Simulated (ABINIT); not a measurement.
Band structure of RbBH4 (F-43m, 6 atoms in the cell).

```xyz
6
Lattice="0.0000 3.4532 3.4532 3.4532 0.0000 3.4532 3.4532 3.4532 0.0000" Properties=species:S:1:pos:R:3 pbc="T T T"
Rb     0.0000     0.0000     0.0000
B      3.4532     3.4532     3.4532
H      4.1606     4.1606     4.1606
H      4.1606     2.7459     2.7459
H      2.7459     2.7459     4.1606
H      2.7459     4.1606     2.7459
```

Level of theory: PBEsol, norm-conserving pseudopotentials (PseudoDojo nc-sr-04 PBEsol standard) (plane waves; ABINIT 10.0.3).

Settings: pseudos = [Rb.upf, B.upf, H.upf]; ecut = 1034 eV; occopt = 1; ngkpt = 6 6 6; nshiftk = 1; shiftk = 0 0 0; potentials = PseudoDojo nc-sr-04 PBEsol standard; kptopt = 1; nstep = 100; tolvrs1 = 1e-11; diemac = 12; ndtset = 2; getden2 = 1.

The starting cell comes from a database of computed structures (which also holds hypothetical and non-ambient phases and stackings), without a prior relaxation at this level.

Task: Predict the gap along the standard path and the places of the band edges.

Result: The gap along the path is 5.91 eV, from Γ to X; the smallest direct gap on it is 6.02 eV.

Levels in eV from the top of the valence band on the SCF mesh, bands 5 to 12:
```tsv
point	5	6	7	8	9	10	11	12
Γ	-5.71	0.00	0.00	0.00	6.17	7.51	7.51	7.51
X	-5.33	-0.75	-0.11	-0.11	5.91	8.26	9.73	10.24
W	-5.17	-0.75	-0.39	-0.16	7.18	7.58	8.93	10.23
K	-5.18	-0.79	-0.29	-0.19	6.64	8.40	9.02	10.11
L	-4.96	-1.10	-0.26	-0.26	7.19	8.34	9.70	9.70
U	-5.18	-0.79	-0.29	-0.19	6.64	8.40	9.02	10.11
```
